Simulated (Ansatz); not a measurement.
The starting structures come from a database of crystals and need not be the phases stable at ambient conditions.

 Where the default PAW files enter, the runs use the earlier of Ansatz's two default sets.

Inside the gap of an insulator the Bloch states are evanescent, with a wavenumber k + iκ along the transport direction.

Data:

```
NaH2N
1.0
    5.95860     0.00000     0.00000
   -0.83900     5.89924     0.00000
    2.55980     2.94962     5.07153
Na H N
4 8 4
Direct
  0.60322   0.10322   0.79356
  0.89678   0.39678   0.20644
  0.14678   0.14678   0.70644
  0.85322   0.85322   0.29356
  0.18085   0.61219   0.35638
  0.46277   0.03143   0.35638
  0.96857   0.53723   0.64362
  0.38781   0.81915   0.64362
  0.56915   0.63781   0.14362
  0.28723   0.21857   0.14362
  0.78143   0.71277   0.85638
  0.36219   0.43085   0.85638
  0.99125   0.49125   0.50000
  0.50875   0.00875   0.50000
  0.75875   0.75875   0.00000
  0.24125   0.24125   0.00000
```

Space group of this cell: Fddd. The cell is taken as given; by PBEsol its mean pressure is 1.1 GPa.

Transport runs along the normal of the first two printed cell vectors.

No gap correction and no spin-orbit coupling; mid-gap values are interpolated between computed energies.

**Question.** Compute, with Ansatz (a first-principles code) with PBEsol, the band gap and the smallest decay constant κ at mid-gap.

**Answer.** Gap 1.88 eV on a 6×6×6 mesh; κ = 0.341 1/Å, at the zone centre.
